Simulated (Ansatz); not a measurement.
# W: uniaxial strain ε_yy = +5.82 %

The parent structure is W in the bcc (W type) structure (space group Im-3m, No. 229; a = 3.169 Å). Axes: x, y, z lie along the cube axes.

Perturbation: the cell is stretched by 5.82 % along y with no lateral relaxation; the atoms relax in the strained cell.

Level of theory: Ansatz (an electronic-structure program) r2SCAN, without spin-orbit coupling. Settings: 21×21×21 k-points, 0.05 eV Fermi–Dirac smearing.

The volume per atom increases by 0.926 Å³ to 16.84 Å³ and the space group becomes I4/mmm (No. 139) (base: Im-3m (No. 229)). The shortest interatomic distance rises by 0.1025 bohr, from 5.187 bohr to 5.289 bohr and the energy increases by 81 meV/atom. The pressure (mean of the normal stresses, compression positive) goes from zero to -15.7 GPa and the band gap stays zero. The stress (xx, yy, zz, yz, xz, xy; compression positive) amounts to (-10.4, -26.3, -10.4, 0.0, 0.0, 0.0) GPa (rough).

Final structure:

```
W
1.0
   -1.58464     1.67687     1.58464
    1.58464    -1.67687     1.58464
    1.58464     1.67687    -1.58464
W
1
Direct
  0.00000   0.00000   0.00000
```

Without a gap, meshes like the base's 21×21×21 leave anisotropic stresses uncertain by several tenths of a GPa, and small strain energies with them. Whether these cells are dynamically stable was not tested. The final runs are not spin-polarised.
